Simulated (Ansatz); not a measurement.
**A computed series for LuBi: response to strain**

The reference is LuBi in the rock salt structure (space group Fm-3m, No. 225; a = 6.1320 Å; a cell from a computed database, its experimental status unchecked; relaxed with 0.1 eV smearing). Axes: x, y, z lie along the cube axes.

Strains are applied to the cell and any free atomic positions relax.

Computed with PBEsol in Ansatz (plane waves to 420 eV, PAW, no SOC).

Candidates:
(a) isotropic strain +0.34 %
(b) tensor shear ε_xy = −2.53 %
(c) isotropic strain −2.93 %
(d) uniaxial strain ε_xx = +2.46 %

Notes on the quantities. energy relative to the base: free energy F.

Question: Order them by energy relative to the base, lowest first.

Answer: (a) isotropic strain +0.34 % (+0.6 meV/atom), (b) tensor shear ε_xy = −2.53 % (+5.2 meV/atom), (d) uniaxial strain ε_xx = +2.46 % (+7.4 meV/atom), (c) isotropic strain −2.93 % (+47 meV/atom)

Stability against distortions was not tested.

Ansatz is a program for electronic structure.
